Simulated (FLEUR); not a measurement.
A self-consistent single point of CoNiGe (P6_3/mmc, 6 atoms in the cell) with FLEUR

Level of theory: PBEsol, all-electron FLAPW (FLEUR), scalar-relativistic valence run with FLEUR.

The input file:

Input of the input generator:

```
scf CoNiGe
&input film=f /
3.9941197773 0.0000000517 0.0000000000
-1.9970599334 3.4590091670 0.0000000000
0.0000000000 0.0000000000 5.0823400000
1.8897261246
1.0 1.0 1.0

6
27 0.0000000000 0.0000000000 0.5000000000
27 0.0000000000 0.0000000000 0.0000000000
28 0.3333333333 0.6666666667 0.7500000000
28 0.6666666667 0.3333333333 0.2500000000
32 0.3333333333 0.6666666667 0.2500000000
32 0.6666666667 0.3333333333 0.7500000000

&comp jspins=1 /
&exco xctyp='PBEs' /
&kpt div1=9 div2=9 div3=6 gamma=t /
&end /
```

```xml
<?xml version="1.0" encoding="UTF-8" standalone="no"?>
<fleurInput fleurInputVersion="0.39">
   <comment>
      scf CoNiGe                                                                                          
   </comment>
   <calculationSetup>
      <cutoffs Kmax="4.0" Gmax="16.0" GmaxXC="16.0" numbands="0"/>
      <scfLoop itmax="60" minDistance="0.00001" maxIterBroyd="99" imix="Anderson" alpha="0.05" precondParam="0.0" spinf="2.0"/>
      <coreElectrons ctail="T" frcor="F" kcrel="0" coretail_lmax="0"/>
      <xcFunctional name="PBEs" relativisticCorrections="F"/>
      <magnetism jspins="1"/>
      <soc l_soc="F" theta="0.0" phi="0.0" spav="F"/>
      <expertModes spex="0" secvar="F"/>
      <geometryOptimization l_f="T" forcealpha="1.0" forcemix="BFGS" epsdisp="0.00001" epsforce="0.00001"/>
      <ldaU l_linMix="F" mixParam="0.05" spinf="1.0"/>
   </calculationSetup>
   <cell>
      <bzIntegration valenceElectrons="90.0" mode="hist" fermiSmearingEnergy="0.00367493">
         <kPointListSelection listName="default-1"/>
         <!-- k-points included here -->
         <xi:include xmlns:xi="http://www.w3.org/2001/XInclude" href="kpts.xml"> </xi:include>
      </bzIntegration>
      <!-- symmetry operations included here -->
      <xi:include xmlns:xi="http://www.w3.org/2001/XInclude" href="sym.xml"> </xi:include>
      <bulkLattice scale="1.0">
         <bravaisMatrix>
            <row-1>    7.5477924879453431     0.0000000976988406     0.0000000000000000</row-1>
            <row-2>   -3.7738963285379161     6.5365799881107840     0.0000000000000000</row-2>
            <row-3>    0.0000000000000000     0.0000000000000000     9.6042306720995647</row-3>
         </bravaisMatrix>
      </bulkLattice>
   </cell>
   <atomSpecies>
      <species name="Cobalt (Co)" element="Co" atomicNumber="27">
         <mtSphere radius="2.24" gridPoints="773" logIncrement="0.016"/>
         <atomicCutoffs lmax="8" lnonsphr="6"/>
         <electronConfig flipSpins="F">
            <coreConfig>(1s1/2) (2s1/2) (2p1/2) (2p3/2) (3s1/2)</coreConfig>
            <valenceConfig>(3p1/2) (3p3/2) (4s1/2) (3d3/2) (3d5/2)</valenceConfig>
            <stateOccupation state="(3d3/2)" spinUp="1.4" spinDown="1.4"/>
            <stateOccupation state="(3d5/2)" spinUp="2.1" spinDown="2.1"/>
         </electronConfig>
         <energyParameters s="4" p="4" d="3" f="4"/>
         <lo type="SCLO" l="1" n="3" eDeriv="0"/>
      </species>
      <species name="Nickel (Ni)" element="Ni" atomicNumber="28">
         <mtSphere radius="2.03" gridPoints="701" logIncrement="0.017"/>
         <atomicCutoffs lmax="8" lnonsphr="6"/>
         <electronConfig flipSpins="F">
            <coreConfig>(1s1/2) (2s1/2) (2p1/2) (2p3/2) (3s1/2)</coreConfig>
            <valenceConfig>(3p1/2) (3p3/2) (4s1/2) (3d3/2) (3d5/2)</valenceConfig>
            <stateOccupation state="(3d3/2)" spinUp="1.6" spinDown="1.6"/>
            <stateOccupation state="(3d5/2)" spinUp="2.4" spinDown="2.4"/>
         </electronConfig>
         <energyParameters s="4" p="4" d="3" f="4"/>
         <lo type="SCLO" l="1" n="3" eDeriv="0"/>
      </species>
      <species name="Germanium (Ge)" element="Ge" atomicNumber="32">
         <mtSphere radius="2.03" gridPoints="701" logIncrement="0.018"/>
         <atomicCutoffs lmax="8" lnonsphr="6"/>
         <electronConfig flipSpins="F">
            <coreConfig>(1s1/2) (2s1/2) (2p1/2) (2p3/2) (3s1/2) (3p1/2) (3p3/2)</coreConfig>
            <valenceConfig>(4s1/2) (3d3/2) (3d5/2) (4p1/2) (4p3/2)</valenceConfig>
            <stateOccupation state="(4p1/2)" spinUp="0.3333333333333" spinDown="0.3333333333333"/>
            <stateOccupation state="(4p3/2)" spinUp="0.6666666666667" spinDown="0.6666666666667"/>
         </electronConfig>
         <energyParameters s="4" p="4" d="3" f="4"/>
      </species>
   </atomSpecies>
   <atomGroups>
      <atomGroup species="Cobalt (Co)">
         <relPos label="                   1">.0000000000 .0000000000 1.000/2.000</relPos>
         <relPos label="                   2">.0000000000 .0000000000 .0000000000</relPos>
         <force calculate="T" relaxXYZ="TTT"/>
      </atomGroup>
      <atomGroup species="Nickel (Ni)">
         <relPos label="                   3">1.000/3.000 -1.000/3.000 -1.000/4.000</relPos>
         <relPos label="                   4">-1.000/3.000 1.000/3.000 1.000/4.000</relPos>
         <force calculate="T" relaxXYZ="TTT"/>
      </atomGroup>
      <atomGroup species="Germanium (Ge)">
         <relPos label="                   5">1.000/3.000 -1.000/3.000 1.000/4.000</relPos>
         <relPos label="                   6">-1.000/3.000 1.000/3.000 -1.000/4.000</relPos>
         <force calculate="T" relaxXYZ="TTT"/>
      </atomGroup>
   </atomGroups>
   <output dos="F" band="F" slice="F">
      <checks vchk="F" cdinf="F"/>
      <bandDOS minEnergy="-.5*Htr" maxEnergy="0.5*Htr" sigma="0.015" storeEVData="T"/>
      <vacuumDOS vacdos="F" integ="F" star="F" nstars="0" locx1="0.0" locy1="0.0" locx2="0.0" locy2="0.0" nstm="0" tworkf="0.0"/>
      <unfoldingBand unfoldBand="F" supercellX="1" supercellY="1" supercellZ="1"/>
      <plotting iplot="0" polar="F">
         <plot TwoD="T" vec1="  1.0  0.0  0.0" vec2="  0.0  1.0  0.0" vec3="  0.0  0.0  1.0" zero="  0.0  0.0  0.0" file="plot"/>
      </plotting>
      <chargeDensitySlicing numkpt="0" minEigenval="0.0" maxEigenval="0.0" nnne="0" pallst="F"/>
      <specialOutput eonly="F"/>
      <magneticCircularDichroism mcd="F" energyLo="-10.0" energyUp="0.0"/>
   </output>
  <!-- We include the file relax.xml here to enable relaxations (see documentation) -->
  <xi:include xmlns:xi="http://www.w3.org/2001/XInclude" href="relax.xml"> <xi:fallback/> </xi:include>
</fleurInput>
```

Log, with long lists cut:

```
      Welcome to FLEUR        (www.flapw.de)
      MaX-Release 8.1          (www.max-centre.eu)

 ========== k-point set info ==========
 Selected k-point list: default-1
 k-point list type: mesh
 9 x 9 x 6
 Number of k points: 48

 ------------Calculation Setup---------------------------
           1           2           3           4           6           8          12          16          24          48
 Number of basis functions:          540
 Iteration:     1   Distance:      18.05001462 me/bohr^3
 Iteration:     2   Distance:      13.28737830 me/bohr^3
 Iteration:     3   Distance:       8.85303846 me/bohr^3
 Iteration:     4   Distance:       7.96916454 me/bohr^3
 Iteration:     5   Distance:       3.26154398 me/bohr^3
 Iteration:     6   Distance:       3.43419977 me/bohr^3
   [... 9 lines left out ...]
 Iteration:    16   Distance:       0.00057870 me/bohr^3
 Iteration:    17   Distance:       0.00023364 me/bohr^3
 Iteration:    18   Distance:       0.00004832 me/bohr^3
 Iteration:    19   Distance:       0.00005086 me/bohr^3
 Iteration:    20   Distance:       0.00000312 me/bohr^3

 Run finished successfully
 Stop message:
   Structural relaxation: Done

[file out, last iteration]
             iter=     21
          p o t e n t i a l   g e n e r a t o r
[...]
          integral of pseudo charge density inside the slab=        0.000000   0.000000
     coulomb potential in the interstitial region:
          density-coulomb potential integrals
          total density-coulomb potenti   -15413.2733592785
          density-effective potential integrals for spin  1
          total density-effective poten   -1.5935136911E+04
          charge density-energy density integrals
          total charge density-energy d   -3.9810085486E+02
 Updated energy parameters for spin:           1
  Atom    1 4s branch from -3.04 to  2.00 htr. ; e_l =  0.2597
  Atom    1 4p branch from -1.69 to  2.60 htr. ; e_l =  0.3944
  Atom    1 3d branch from -9.99 to  0.50 htr. ; e_l =  0.3634
  Atom    1 4f branch from -9.99 to  3.80 htr. ; e_l =  0.7099
  Atom    1 3p branch from-27.56 to -1.69 htr. ; e_l(l -1.7049
  Atom    2 4s branch from -3.36 to  2.52 htr. ; e_l =  0.1870
  Atom    2 4p branch from -1.89 to  3.21 htr. ; e_l =  0.3217
  Atom    2 3d branch from -9.99 to  0.51 htr. ; e_l =  0.3213
  Atom    2 4f branch from -9.99 to  4.46 htr. ; e_l =  0.6380
  Atom    2 3p branch from-30.31 to -1.89 htr. ; e_l(l -1.9249
  Atom    3 4s branch from -5.60 to  1.50 htr. ; e_l = -0.0147
  Atom    3 4p branch from -3.66 to  2.26 htr. ; e_l =  0.1816
  Atom    3 3d branch from -9.99 to -0.46 htr. ; e_l = -0.4971
  Atom    3 4f branch from -9.99 to  4.20 htr. ; e_l =  0.5301
[...]
 fermi energy and band-weighting factors:
at   0.00000   0.00000   0.00000   k-weight:    0.002058
   69 eigenvalues :
   -1.924986   -1.924986   -1.924972   -1.924972   -1.921732   -1.921602   -1.711677   -1.706429
   -1.702155   -1.702155   -1.701644   -1.701644   -0.505682   -0.505366   -0.504565   -0.504565
   -0.503691   -0.503691   -0.503462   -0.503462   -0.503445   -0.503445   -0.054251    0.089946
   [... 6 lines left out ...]
   [... 2 blocks of this kind left out ...]

[...]
FERMIE:
          first approx. to ef    (T=0)  :   0.413303 htr   (energy of the highest occ. eigenvalue)
          number of occ. states  (T=0)  :       2154
          first approx. to seigv (T=0)  : -39.714626 htr
          sum of weights of occ. states :  45.004115
          sum of semicore charge        :   0.000000 e
FERHIS:  Fermi-Energy by histogram:
          bandgap                     :   0.000482 htr
          charge neutrality (T=0)     :   0.008230    (zero if the highest occ. eigenvalue is "entirely" occupied)
     EF_NEWTON:  Adjust Fermi-Energy by Newton-Method.
               Number of iterations needed  :   4
               The error in the weight is   : -0.76206E-12
               The error in ef is           :  0.11147E-13 htr
     -->  new fermi energy            :   0.414929 htr
          valence charge              :  90.000000 e
          actual charge blw ef-8kt    :  81.094650 e
          actual charge blw ef+8kt    :  90.000000 e
          number of occ. states       :      2216
          sum of the valence weights  :   45.000000
          entropy         :   1.679238 *kb htr/K =   0.00001 htr/K
          sum of val. single particle energies:       -39.7150985131 htr
 Direct bandgap for spin            1 :    4.4112622059254147E-003  Htr
 at k-point           25  with k-vector   0.11111111111111110       0.22222222222222221        0.0000000000000000
          valence density: spin= 1
[...]
     l-like charge
     atom     s        p        d        f        total
 -->  1    0.30238  6.31792  7.25371  0.01835   13.89648
 -->  2    0.27802  6.24728  8.03354  0.00938   14.56999
 -->  3    0.83116  0.85038  9.93802  0.01514   11.63806
          total charge for spin  1=   90.000000
          interst. charge =       9.790952
          mt charge=             13.896480   14.569987   11.638057
          total charge  =   90.000000
          z= 27.     r(1)=  0.967927E-05     dx= 0.016000     m.t.index= 773
               n    l     j    energy       weight
               1.   0.   0.5 -278.0063      2.0000
               2.   0.   0.5  -32.2903      2.0000
               2.   1.   0.5  -27.9295      2.0000
               2.   1.   1.5  -27.3855      4.0000
               3.   0.   0.5   -3.0475      2.0000
          atom type    1  (spin 1)
          kinetic energy=  0.127759058637E+04     sum of the eigenvalues= -0.792089091871E+03
          0.00112580  electrons lost from core.
   [... 2 blocks of this kind left out ...]

          total charge for spin  1=  174.000000
          interst. charge =       9.802521
          mt charge=             25.895367   26.567977   29.635395
          total charge  =  174.000000
          zc=   174.000000     qfix=    1.000000
     t o t a l  e n e r g y
          sum of eigenvalues =             -5739.6314148267
          density-coulomb potential int   -15413.2733592785
          density-effective potential i   -15935.1369109290
          charge density-ex.-corr.energ     -398.1008548582
          el.-nucl. inter. diff. m.t.       3333.7102778417
          Madelung term for atom type:       -23.7157301218
          el.-nucl. inter. diff. m.t.       3642.0880403252
          Madelung term for atom type:       -28.4914003569
          el.-nucl. inter. diff. m.t.       5037.4895987897
          Madelung term for atom type:       -44.0597250011
 ---->    total energy=                   -10018.7868108316 htr
 ---->    (input%tkb*entropy) TS=              0.0061710816 htr
 ---->    free energy=                    -10018.7929819131 htr
      extrapolation for T->0
 ---->    total electron energy=          -10018.7898963723 htr
 ***** TOTAL FORCES ON ATOMS *****
 TOTAL FORCE FOR ATOM TYPE=  1  X=  0.000   Y=  0.000   Z=  4.802
                       FX_TOT= 0.000000 FY_TOT= 0.000000 FZ_TOT= 0.000000
 TOTAL FORCE FOR ATOM TYPE=  2  X=  3.774   Y= -2.179   Z= -2.401
                       FX_TOT= 0.000000 FY_TOT= 0.000000 FZ_TOT= 0.000000
 TOTAL FORCE FOR ATOM TYPE=  3  X=  3.774   Y= -2.179   Z=  2.401
                       FX_TOT= 0.000000 FY_TOT= 0.000000 FZ_TOT= 0.000000
 Structural relaxation: Done
```

The run converged in 20 iterations. FLEUR gives forces in its relaxation mode, with a further iteration, so its stop message speaks of a relaxation.

The starting cell comes from a database of computed structures (which also holds hypothetical and non-ambient phases and stackings), without a prior relaxation at this level. Spin polarisation is off. Values depend on the basis (sphere radii, cutoffs, local orbitals), which need not be converged. The log's line on a gap gives a spacing of levels on this mesh, which the program prints for metals too.

These are the values that this program gave, and no reference: the default basis lacks the next d shell.

Cost on one core of a shared machine: roughly 2 min.
